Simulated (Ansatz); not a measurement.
The starting structures come from a database of crystals and need not be the phases stable at ambient conditions.

Here is the system:

```xyz
6
Lattice="4.5238 0.0000 0.0000 -2.2619 3.9177 0.0000 0.0000 0.0000 10.2431" Properties=species:S:1:pos:R:3 pbc="T T T"
Hg     1.5795     0.0000     0.0000
Hg    -0.7897     1.3679     6.8287
Hg     1.4721     2.5498     3.4144
Te     2.0629     0.0000     5.1215
Te    -1.0314     1.7865     1.7072
Te     1.2305     2.1312     8.5359
```

Space group of this cell: P3_221. The cell was relaxed by PBE-D3(BJ); by r2SCAN its mean pressure is 1.1 GPa.

Transport runs along the normal of the first two printed cell vectors, the (001) plane of the conventional cell.

No gap correction and no spin-orbit coupling; mid-gap values are interpolated between computed energies.

Q: Give the band gap and the smallest decay constant κ at mid-gap that r2SCAN run with Ansatz (a program for electronic structure) yields.

A: Gap 0.60 eV on a 12×12×4 mesh; κ = 0.113 1/Å, at (0.500, 0.000) of the in-plane reciprocal vectors. At the zone centre, at the nearest computed energy, the slowest state has κ = 0.13 1/Å.
